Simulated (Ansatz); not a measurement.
# Response to strain in BeTe

Base system: BeTe in the zinc blende structure (space group F-43m, No. 216; a = 5.6568 Å). Axes: x, y, z lie along the cube axes.

Strains are applied to the cell and any free atomic positions relax; under biaxial strain the out-of-plane vector relaxes too.

The values are results of plane-wave PAW DFT at the r2SCAN level (Ansatz, a first-principles code, 500 eV), without spin-orbit coupling, not measurements.

Notes on the quantities. energy relative to the base: free energy F.

| biaxial strain, plane normal [001], relaxed out of plane (%) | energy relative to the base (meV/atom) |
|---|---|
| 0 | 0.0 |
| 0.5 | 0.4 |
| 1 | 1.5 |
| 1.5 | ? |
| 2 | 5.9 |
| 2.5 | 9.2 |
| 3 | 13.0 |

### Question
Fit ΔE = Aε² + Bε³ (ε in %) to the rows shown and predict the withheld row.

### Answer
Least squares on the printed values gives A = 1.55 and B = -0.036 meV/atom (largest residual 0.0 meV/atom); this predicts 3.4 meV/atom, and the run gives 3.4 meV/atom, in agreement.

Stability against distortions was not tested.
